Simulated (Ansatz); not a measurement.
**Zr with two functionals, biaxial strain +0.84 %, plane normal [001], relaxed out of plane**

Start from Zr in the hcp (Mg type) structure (space group P6_3/mmc, No. 194; a = 3.231 Å, c = 5.179 Å; relaxed with 0.1 eV smearing). Axes: x lies along a and z along c of the hexagonal cell.

(Cell as relaxed with PBE.)

Levels (all Ansatz, a program for electronic structure, PAW, earlier PAW set): PBE (420 eV, no SOC); r2SCAN (500 eV, without spin-orbit coupling).

Each level relaxes its own structure.

```csv
base,PBE,r2SCAN
volume per atom,23.41 Å³,23.51 Å³
lattice parameter a,3.231 Å,3.244 Å
band gap,zero,zero
```

It is then changed as follows: tensile biaxial strain of 0.84 % in the plane normal to [001], as in epitaxy on a mismatched substrate; the out-of-plane cell vector and the atoms relax.

```tsv
quantity	PBE	r2SCAN
out-of-plane strain	-0.66 %	-0.61 %
mean in-plane stress (compression positive)	-1.3 GPa	-1.4 GPa
shortest interatomic distance	3.187 Å	3.184 Å
```

PBE's out-of-plane strain lies 0.05 % below r2SCAN's; PBE's in-plane stress lies 0.1 GPa above r2SCAN's; PBE's shortest interatomic distance lies 0.003 Å above r2SCAN's (0.1 %). Neither level is exact; r2SCAN is the comparison here, not a measurement.

Whether these cells are dynamically stable was not tested. All final runs are without spin polarisation.
